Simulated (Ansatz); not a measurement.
Consider BaS in the rock salt structure (space group Fm-3m, No. 225).

```yaml
crystal:
  lattice:
    - [0.00000, 3.21440, 3.21440]
    - [3.21440, 0.00000, 3.21440]
    - [3.21440, 3.21440, 0.00000]
  atoms:
    - { symbol: Ba, position: [0.00000, 0.00000, 0.00000] }
    - { symbol: S, position: [0.50000, 0.50000, 0.50000] }
```

Calculations: Ansatz (an electronic-structure program) PBE, no SOC.

For the base:

| Item | Result |
|---|---|
| Hole mass | 0.23, 2.7, 2.7 mₑ (at Γ) |
| Valley order | X along ⟨100⟩ 2.23 eV; Γ 3.59 eV |

The change: every lattice vector is stretched by 0.50 %, atoms relaxed at fixed cell.

Question: Predict the new hole mass and valley order.

Answer: The hole mass (degenerate bands, along [100]) remains 0.23, 2.7, 2.7 mₑ (at Γ); the valley order (the lowest conduction-band minima on the path, energy above the VBM, named in the base's zone) becomes X along ⟨100⟩ 2.25 eV; Γ 3.52 eV (base: X along ⟨100⟩ 2.23 eV; Γ 3.59 eV).

The levels and masses belong to the bands next to the band gap. The cells carry an imposed strain or load. Masses are band curvatures over ±0.01 Å⁻¹ around the edge. Stability against distortions was not tested.
